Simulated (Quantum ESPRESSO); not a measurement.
Band structure of Cr (Im-3m, 2 atoms in the cell).

```yaml
crystal:
  lattice:
    - [2.96237, 0.00000, 0.00000]
    - [0.00000, 2.96237, 0.00000]
    - [0.00000, 0.00000, 2.96237]
  atoms:
    - { symbol: Cr, position: [0.00000, 0.00000, 0.00000], spin: 3.0 }
    - { symbol: Cr, position: [0.50000, 0.50000, 0.50000], spin: 3.0 }
```
(The spins are starting values, not results.)

Computed with PBE, PSlibrary ultrasoft (PBE) pseudopotentials (plane waves; Quantum ESPRESSO 7.5).

Settings: ecutwfc = 55 Ry; ecutrho = 495 Ry; occupations = smearing; smearing = marzari-vanderbilt; degauss = 0.0147 Ry; nspin = 2; potentials = {Cr: Cr.pbe-spn-rrkjus_psl.1.0.0.UPF}; K_POINTS = automatic 9 9 9 0 0 0; nbnd = 26; conv_thr = 1e-11 Ry; mixing_beta = 0.4.

The starting cell comes from a database of computed structures (which also holds hypothetical and non-ambient phases and stackings), without a prior relaxation at this level. Its lattice was rescaled by a random factor within 2.5 % of one. The starting moments vanished: the run ended non-magnetic, which need not be the lowest state.

Levels in eV from the Fermi level, bands 11 to 18 of the first spin channel:
```tsv
point	11	12	13	14	15	16	17	18
Γ	-3.69	-0.79	-0.79	-0.79	0.97	0.97	2.08	2.08
X	-1.51	-1.51	-0.36	-0.36	-0.36	-0.36	0.58	0.58
M	-2.11	-2.11	0.85	0.85	0.95	0.95	1.25	1.25
R	-2.07	-2.07	-2.07	-2.07	1.30	1.30	1.30	1.30
```

Bands cross the Fermi level along this path, so the cell is metallic at this level.

The net moment of the cell came out as 0.00 μB.
